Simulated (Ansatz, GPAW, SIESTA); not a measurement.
# Code comparison for AlV2C (P6_3/mmc, 8 atoms in the cell)

Self-consistent single point.

```yaml
crystal:
  lattice:
    - [2.85237, 0.00000, 0.00000]
    - [-1.42619, 2.47023, 0.00000]
    - [0.00000, 0.00000, 12.94494]
  atoms:
    - { symbol: Al, position: [0.33333, 0.66667, 0.25000] }
    - { symbol: Al, position: [0.66667, 0.33333, 0.75000] }
    - { symbol: V, position: [0.33333, 0.66667, 0.58638] }
    - { symbol: V, position: [0.66667, 0.33333, 0.41362] }
    - { symbol: V, position: [0.66667, 0.33333, 0.08638] }
    - { symbol: V, position: [0.33333, 0.66667, 0.91362] }
    - { symbol: C, position: [0.00000, 0.00000, 0.00000] }
    - { symbol: C, position: [0.00000, 0.00000, 0.50000] }
```

Shared settings, as Ansatz (a first-principles code) writes them: kpoints.mp_grid.grid = 12 12 3; scf.occupations.method = gaussian; scf.occupations.width = 0.136 eV. Potentials and cutoffs stand in the table.

```tsv
code	model	pressure (GPa)	largest force (eV/Å)	cutoff
Ansatz	LDA (PW92), default PAW files made with PBE	-1.19	0.256	default
GPAW	LDA (Perdew-Wang 92), GPAW PAW datasets LDA (gpaw-data 1.0.1)	–	0.258	950 eV
SIESTA	LDA PW92, numerical atomic orbitals DZP, PseudoDojo LDA standard norm-conserving potentials (rewritten from UPF to PSML)	-2.26	0.184	grid 400 Ry
```

A dash marks a value that a program does not give, or that is left out as unsure.

On Ansatz's run: spin polarisation is off.

The spread over the programs that give each value: pressure within 1.07 GPa; largest force within 0.074 eV/Å.

SIESTA uses small atom-centred bases, whose incompleteness enters pressures, forces and empty levels differently from a plane-wave cutoff. Ansatz's pressure is given at a fixed set of plane waves, as the other plane-wave codes print theirs; with its correction for the finite basis it is -0.97 GPa (the shift of 0.22 GPa shows how far the cutoff is from converged). The pressure of GPAW is left out: its cutoff lies under the one at which its stress was checked.

The starting cell comes from a database of computed structures (which also holds hypothetical and non-ambient phases and stackings), without a prior relaxation at this level. Its lattice was rescaled by a random factor within 2.5 % of one.

Left out of this page: Elk (not drawn, or without a comparable value).

Keys are those of Ansatz 0.2.
